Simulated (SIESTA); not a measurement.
Band structure of W (Im-3m, 1 atom in the cell).

```
CELL_PARAMETERS angstrom
     -1.57771     1.57771     1.57771
      1.57771    -1.57771     1.57771
      1.57771     1.57771    -1.57771
ATOMIC_POSITIONS crystal
  W  0.00000 0.00000 0.00000
```

Method: GGA PBE, numerical atomic orbitals DZP, PseudoDojo PBE standard norm-conserving potentials (rewritten from UPF to PSML) (SIESTA).

Settings: XC.functional = GGA; XC.authors = PBE; potentials = PseudoDojo PBE standard; PAO.BasisSize = DZP; PAO.EnergyShift = 0.01 Ry; MeshCutoff = 400 Ry; kgrid.MonkhorstPack = 19 19 19; OccupationFunction = MP; OccupationMPOrder = 0; ElectronicTemperature = 3156.43 K; MaxSCFIterations = 150; SCF.Mixer.Method = Broyden; SCF.Mixer.Weight = 0.25; SCF.Mixer.History = 8.

The starting cell comes from a database of computed structures (which also holds hypothetical and non-ambient phases and stackings), without a prior relaxation at this level. Its lattice was rescaled by a random factor within 2.5 % of one. Spin-orbit coupling is off. Spin polarisation is off. Values carry the incompleteness of an atom-centred basis.

Levels in eV from the Fermi level, bands 4 to 9:
```
point       4      5      6      7      8     9
-----  ------  -----  -----  -----  -----  ----
Γ      -37.85  -9.73  -1.30  -1.30  -1.30  2.21
H      -38.74  -5.96  -5.96   5.23   5.23  5.23
N      -37.80  -6.37  -3.68   0.77   2.12  3.11
P      -38.49  -3.04  -3.04  -3.04   3.29  3.29
```

Bands cross the Fermi level along this path, so the cell is metallic at this level.

Higher empty bands are left out: an atom-centred basis made for the valence describes them poorly.
